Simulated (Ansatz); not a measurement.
Worked calculations on one periodic cell of amorphous Ti₂₀O₃₉F₂: Ti20O39F2, 61 atoms, volume 781.8 Å³, made by a melt-quench on the CHGNet potential and relaxed with DFT. O and F atoms were pushed apart under 1.9 Å during the dynamics, to hinder bonds among them. It is a model cell: composition and starting density were chosen by hand, and all elements were melted together. Cycles of charging were run to anneal it. Computed with PBE, scalar-relativistic without spin-orbit coupling (plane waves to 420 eV, PAW; Ansatz, an electronic-structure program). Sampling: a 2×2×2 Γ-centred mesh; Fermi-Dirac width 0.02 eV; no spin polarisation. Its volume was relaxed, its shape was held as a cube, and it stands at a mean pressure of 0.6 GPa with stress components up to 2.2 GPa; the relaxation ran on the zone centre alone. Its density went from a set 3.58 to 3.44 g/cm³. The cell is small and was quenched far faster than a real film, so it is one sample of the glass.

Count formal charges (Ti +4, O -2, F -1). What does the count lead one to expect at the Fermi level, and what does the calculation give?

20 × (+4) + 39 × (-2) + 2 × (-1) = 0. The charges balance, so the anion-derived valence states can be full and a gap can open. On this mesh the highest filled and lowest empty level lie 2.29 eV apart, the PBE gap of this cell.

Four energies for an added electron at PBE on the zone centre alone (charged cells in a uniform background, spin-polarised): neutral at the neutral geometry -73816.488 eV; charged at the neutral geometry -73808.106 eV; charged and relaxed -73808.220 eV; neutral at the charged geometry -73816.177 eV.

Find the two relaxation energies and their sum, the reorganisation energy.

On charging: -73808.106 − (-73808.220) = 0.114 eV. On discharging: -73816.177 − (-73816.488) = 0.311 eV. The sum is 0.425 eV. The carrier's level spreads over 5 of the 61 atoms' worth, so it counts as localised, most on one Ti atom with neighbours O 1.79 Å, O 1.92 Å, O 1.96 Å, O 1.97 Å, O 2.04 Å, O 2.46 Å (neutral geometry). The values are uncorrected: the image energy of a point charge in this cell, 2.84 × 14.40 / (2 × 9.2) = 2.2 eV before screening, is screened by electrons alone at the fixed geometry and by ions too after relaxing, and the carrier can be spread before it relaxes, so each term can be off by up to that value times 1/ε∞, some tenths of an eV. PBE's self-interaction favours spread-out carriers, so a hybrid can localise more.

Four energies for a hole at PBE on the zone centre alone (charged cells in a uniform background, spin-polarised): neutral at the neutral geometry -73816.488 eV; charged at the neutral geometry -73822.320 eV; charged and relaxed -73822.716 eV; neutral at the charged geometry -73815.714 eV.

Find the two relaxation energies and their sum, the reorganisation energy.

On charging: -73822.320 − (-73822.716) = 0.396 eV. On discharging: -73815.714 − (-73816.488) = 0.774 eV. The sum is 1.170 eV. The carrier's level spreads over 4 of the 61 atoms' worth, so it counts as localised, most on one O atom with neighbours Ti 1.77 Å, Ti 1.87 Å (neutral geometry). The values are uncorrected: the image energy of a point charge in this cell, 2.84 × 14.40 / (2 × 9.2) = 2.2 eV before screening, is screened by electrons alone at the fixed geometry and by ions too after relaxing, and the carrier can be spread before it relaxes, so each term can be off by up to that value times 1/ε∞, some tenths of an eV. PBE's self-interaction favours spread-out carriers, so a hybrid can localise more.
